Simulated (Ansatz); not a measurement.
The reference is a 12-atom supercell of K in the bcc (W type) structure (space group Im-3m, No. 229; a = 5.279 Å) at its relaxed geometry.

Calculations: PBE, PAW, 420 eV (Ansatz, an electronic-structure program; spin-orbit coupling left out).

Perturbation: one Li atom is added in an open site, starting 2.67 Å from the nearest host atom, atoms relaxed at fixed cell, starting from a slightly rattled geometry.

### Question
How does this affect the final site of the added atom and largest displacement of a host atom from its site in the perfect cell?

### Answer
The final site of the added atom amounts to 7 K at 3.53–4.05 Å; the largest displacement of a host atom from its site in the perfect cell comes out as 1.78 Å.

The cell is small, so the values are those of an ordered compound at a high defect concentration; dilute-limit values will differ. The defect cell is not spin-polarised.
